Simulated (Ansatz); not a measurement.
Band structure of InP (F-43m, 2 atoms in the cell).

```
InP
1.0
    0.00000     2.93500     2.93500
    2.93500     0.00000     2.93500
    2.93500     2.93500     0.00000
In P
1 1
Cartesian
  0.00000   0.00000   0.00000
  1.46750   1.46750   1.46750
```

Computed with PBE, PAW files (plane waves; Ansatz, a quantum-chemistry and plane-wave program).

Settings: basis.ecutwfc = 420 eV; kpoints.mp_grid.grid = 7 7 7; hamiltonian.xc = pbe; hamiltonian.pseudopotentials = {kind: paw} (an earlier, softer set of the program's PAW files); scf.occupations.method = fermi_dirac; scf.occupations.width = 0.02 eV; kpoints.band_path.npoints = 8.

The starting cell has typed, rounded lattice constants, without a prior relaxation at this level.

Task: Predict the gap along the standard path and the places of the band edges.

Result: The gap along the path is 0.69 eV, direct at Γ to within 0.01 eV.

Levels in eV from the top of the valence band on the path, bands 6 to 12:
```tsv
point	6	7	8	9	10	11	12
Γ	-11.49	0.00	0.00	0.00	0.69	4.09	4.09
X	-9.13	-5.73	-2.30	-2.30	1.77	2.27	9.18
W	-9.05	-5.58	-2.93	-2.89	4.29	4.36	5.56
K	-9.14	-5.59	-3.28	-1.93	2.36	4.38	7.49
L	-9.78	-5.70	-0.96	-0.96	1.49	4.81	4.81
U	-9.14	-5.59	-3.28	-1.93	2.36	4.38	7.49
```

Keys are those of Ansatz 0.2.
